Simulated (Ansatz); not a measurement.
Subject: the energy of the reaction as written. Reaction: 1/2 cell B + 1/2 F2 (gas) → cell A. The sign is products less reactants.

Cell A: a slab of Pt (fcc, Fm-3m) cut along (111), 9 atoms, hexagonal cell of 2.81 Å (6.8 Å²), symmetry P-3m1 within 0.02 Å, 16.8 Å thick under 15 Å of vacuum, in-plane vectors held at the crystal's; planes from bottom to top: F | Pt × 7 | F; added, foreign or displaced atoms, above the top plane and below the bottom plane: two times F bound to 3 Pt at 2.31 Å; spin state with PBE: run without spin, k-point mesh 19×19×1.
```yaml
crystal:
  lattice:
    - [2.80850, 0.00000, 0.00000]
    - [1.40425, 2.43224, 0.00000]
    - [0.00000, 0.00000, 31.71977]
  atoms:
    - { symbol: Pt, position: [0.00000, 0.00000, 0.28723] }
    - { symbol: Pt, position: [0.33333, 0.33333, 0.35602] }
    - { symbol: Pt, position: [0.66667, 0.66667, 0.42749] }
    - { symbol: Pt, position: [0.00000, 0.00000, 0.50000] }
    - { symbol: Pt, position: [0.33333, 0.33333, 0.57251] }
    - { symbol: Pt, position: [0.66667, 0.66667, 0.64398] }
    - { symbol: Pt, position: [0.00000, 0.00000, 0.71277] }
    - { symbol: F, position: [0.33333, 0.33333, 0.76473] }
    - { symbol: F, position: [0.66667, 0.66667, 0.23527] }
```

Cell B: a slab of Pt (fcc, Fm-3m) cut along (111), 16 atoms, oblique cell of 5.62 × 2.81 Å (13.7 Å²), symmetry P2/m within 0.02 Å, 17.7 Å thick under 14 Å of vacuum, in-plane vectors held at the crystal's; planes from bottom to top: F | Pt2 × 7 | F; added, foreign or displaced atoms, above the top plane and below the bottom plane: two times F bound to 1 Pt at 1.94 Å; spin state with PBE: run without spin, k-point mesh 10×19×1.
```xyz
16
Lattice="5.6170 0.0000 0.0000 1.4043 2.4322 0.0000 0.0000 0.0000 31.7198" Properties=species:S:1:pos:R:3 pbc="T T T"
Pt    -0.0033     0.0025     9.0351
Pt     1.3973     0.8152    11.2939
Pt     5.6095     1.6262    13.5742
Pt     0.0000     0.0000    15.8599
Pt     1.4118     0.8061    18.1456
Pt     5.6240     1.6171    20.4259
Pt     0.0033    -0.0025    22.6847
Pt     2.8089     0.0005     8.9648
Pt     4.1933     0.8224    11.2704
Pt     2.8045     1.6241    13.5578
Pt     2.8085     0.0000    15.8599
Pt     4.2168     0.8081    18.1619
Pt     2.8279     1.6098    20.4493
Pt     2.8082    -0.0005    22.7550
F      2.8419    -0.0198    24.6908
F      4.1794     2.4520     7.0290
```

Reference: an isolated F2 molecule (singlet) in a box of 11 × 11 × 13 Å.

Computed with Ansatz (plane waves, PAW), its PAW set soft_1, cutoff 420 eV. The structures are at rest with PBE, within the held lattices. Neutral cells; Fermi-Dirac smearing of at most 0.10 eV in the solids, energies taken to zero width. A dispersion term (D3(BJ), or D4 for r2SCAN) was computed beside these levels and is taken off wherever the name lacks it. Space groups of crystals are read within 0.01 Å. No zero-point or thermal terms. Cells are local rest points, mostly with their start's symmetry. The runs are scalar-relativistic, without spin-orbit coupling. Values are for these cell sizes. The cells' k-point meshes differ in density, so the last digit is unsettled. Cell A has symmetry P-3m1 within 0.02 Å and got no random move, so less symmetric positions, which may lie lower, weren't tried. Cell B has symmetry P2/m within 0.02 Å and got no random move, so less symmetric positions, which may lie lower, weren't tried.

Predict the value from PBE.

-0.40 eV, for 1/2 cell B + 1/2 F2 (gas) → cell A.

Ansatz is an electronic-structure program.
